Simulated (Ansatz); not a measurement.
## Equilibrium lattice constant a of InSb (model structure, started from the BN type, Pm-3n, No. 223, 12 atoms in the cell) at several levels of theory

No measured value is used here.

```json
[
 {"level (code)": "LDA (Ansatz)", "value (Å)": "7.958"},
 {"level (code)": "PBE (Ansatz)", "value (Å)": "8.180"},
 {"level (code)": "PBEsol (Ansatz)", "value (Å)": "(withheld)"},
 {"level (code)": "PBE-D3(BJ) (Ansatz)", "value (Å)": "8.096"},
 {"level (code)": "r²SCAN+rVV10 (Ansatz)", "value (Å)": "8.050"}
]
```

### Question
What belongs in the gaps?

### Answer

- PBEsol (Ansatz, an electronic-structure program), value (Å): 8.045

Cutoffs differ between the levels. Ansatz's density-functional and Hartree–Fock values are scalar-relativistic unless marked +SOC, with PAW data made under PBE.

A model structure was made by putting elements into a prototype or built by hand; it is no filed structure, need not be a known phase, and can be a saddle point held by its symmetry.
